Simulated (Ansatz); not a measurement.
The structure below was relaxed with PBE (Ansatz, an electronic-structure program; PAW; 420 eV plane waves; no SOC), earlier PAW set, at pressure −1 GPa.

Space group Fm-3m (No. 225); a = b = c = 5.8458 Å, α = β = γ = 90.00°

```csv
atom,site,symmetry,x,y,z
Si,4a,m-3m,0.0000,0.0000,0.0000
Y,4b,m-3m,0.5000,0.5000,0.5000
```

Write out a cell with all atoms.


```cif
data_Si4Y4
_chemical_formula_sum 'Si4 Y4'
_space_group_name_H-M_alt 'P 1'
_space_group_IT_number 1
_cell_length_a 5.84582
_cell_length_b 5.84582
_cell_length_c 5.84582
_cell_angle_alpha 90.000
_cell_angle_beta 90.000
_cell_angle_gamma 90.000
loop_
_space_group_symop_operation_xyz
  'x, y, z'
loop_
_atom_site_label
_atom_site_type_symbol
_atom_site_fract_x
_atom_site_fract_y
_atom_site_fract_z
_atom_site_occupancy
Si1 Si 0.00000 0.00000 0.00000 1
Y1 Y 0.50000 0.00000 0.00000 1
Si2 Si 0.00000 0.50000 0.50000 1
Y2 Y 0.50000 0.50000 0.50000 1
Si3 Si 0.50000 0.00000 0.50000 1
Y3 Y 0.00000 0.00000 0.50000 1
Si4 Si 0.50000 0.50000 0.00000 1
Y4 Y 0.00000 0.50000 0.00000 1
```
This is the conventional cell.

Load acts through the strain it causes; cell and atoms are relaxed under it. No phonon test of stability was made. The final runs are not spin-polarised. The cell was made from YSi in the rock salt structure (space group Fm-3m, No. 225; a hypothetical phase, not in the database extracts checked) by this change: pressure −1 GPa. YSi has a high density of states at the Fermi level and may be magnetic at this level.
